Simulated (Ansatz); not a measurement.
For 1T (CdI2-type) MgI2, rVV10 in Ansatz (plane waves, PAW) gives:

| Quantity | Result |
|---|---|
| lattice parameter a | 4.194 Å |
| c axis length | 6.816 Å |
| formation enthalpy | -1.053 eV/atom |

### Question
What does HSE06 in Ansatz (PAW) give for the same quantities?

### Answer

- lattice constant a: 4.177 Å (shrinks by 0.4 %)
- lattice parameter c: 7.653 Å (increases by 12 %)
- formation enthalpy: -1.209 eV/atom (moves by -0.156 eV/atom)

For comparison: lattice constant a 4.14 Å (measured, temperature not stated, copied from a table, unchecked, no zero-point or thermal correction; as tabulated in Crystal Structures 1, 239 (1963)); lattice parameter c 6.88 Å (measured, temperature not stated, copied from a table, unchecked, no zero-point or thermal correction; as tabulated in Crystal Structures 1, 239 (1963)); formation enthalpy -1.268 ± 0.02 eV/atom (measured, 298 K, copied from a table, unchecked, no zero-point or thermal correction; as tabulated in Wang et al. (2021), doi:10.1038/s41598-021-94550-5).

Changes are worked out from the printed values.

Unless a cell is named, each level is at its own relaxed cell (rVV10 34.62, HSE06 38.54 Å³/atom).

Levels without +SOC leave out spin–orbit coupling, which shifts energies and cells of such heavy elements.

Caveats: hybrids on metals are sensitive to the k mesh and can open a false gap (HSE06); the cell comes from a level without a dispersion term, which matters for the spacing of layers, chains or molecules (HSE06). Ansatz's density-functional and Hartree–Fock values are scalar-relativistic unless marked +SOC, with PAW data made under PBE.

Ansatz is a quantum-chemistry and plane-wave program.
